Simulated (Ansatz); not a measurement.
Consider the following.

```xyz
10
Lattice="4.1769 0.0000 0.0000 0.0000 5.9070 0.0000 0.0000 0.0000 23.3538" Properties=species:S:1:pos:R:3 pbc="T T T"
P      3.1327     3.0131     7.2856
In     1.0442     1.7727     7.9293
P      5.2211     5.7794     9.5919
In     3.1327     4.2980     9.5144
P      7.3096     8.7777    11.6769
In     5.2211     7.2753    11.6769
P      9.3980    11.6865    13.7619
In     7.3096    10.2050    13.8393
P     11.4864    14.8271    16.0682
In     9.3980    13.5867    15.4245
```

No spin polarisation.

All numbers come from r2SCAN (Ansatz, a first-principles code), without spin-orbit coupling. k-mesh 8×6×1 (Γ-centred); smearing 0.05 eV (Fermi–Dirac). The cell is a slab with vacuum along z.

### Question
Predict the valence-band top at Γ, layer's space group and gap character.

### Answer
* **Valence-band top at Γ (three highest levels, from the VBM)**: 0.00, -0.27, -0.35 eV
* **Layer's space group (with vacuum)**: Pmm2 (No. 25)
* **Gap character**: indirect, Γ → X

Gaps are read on the SCF mesh and a high-symmetry path. Whether these cells are dynamically stable was not tested. The cell was made from InP in the zinc blende structure (space group F-43m, No. 216) by this change: a free-standing slab of 5 layers (10 atoms, 2 a layer) is cut normal to [110], with 15 Å of vacuum and the in-plane cell held at bulk.
